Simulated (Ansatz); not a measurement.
The starting structures come from a database of crystals and need not be the phases stable at ambient conditions.

 Where the default PAW files enter, the runs use the earlier of Ansatz's two default sets.

The decay constant κ of evanescent states in the gap governs leakage through a thin film.

Input:

```
CELL_PARAMETERS angstrom
      5.34821     0.00000     0.00000
      0.00000     5.34821     0.00000
      2.67410    -2.67410     3.70392
ATOMIC_POSITIONS crystal
  Ca 0.25000 0.75000 0.50000
  Ca 0.75000 0.25000 0.50000
  B  0.63850 0.86150 0.00000
  B  0.36150 0.13850 0.00000
  B  0.13850 0.63850 0.00000
  B  0.86150 0.36150 0.00000
  C  0.34037 0.84037 0.00000
  C  0.65963 0.15963 0.00000
  C  0.15963 0.34037 0.00000
  C  0.84037 0.65963 0.00000
```

Space group of this cell: I4/mcm. The cell is taken as given.

Transport runs along the normal of the first two printed cell vectors, the (001) plane of the conventional cell.

No gap correction and no spin-orbit coupling; mid-gap values are interpolated between computed energies.

Question: Estimate the band gap and the smallest decay constant κ at mid-gap that r2SCAN (Ansatz, a first-principles code) returns for this system.

Answer: Gap 0.81 eV on a 8×8×8 mesh; κ = 0.175 1/Å, at the zone centre.
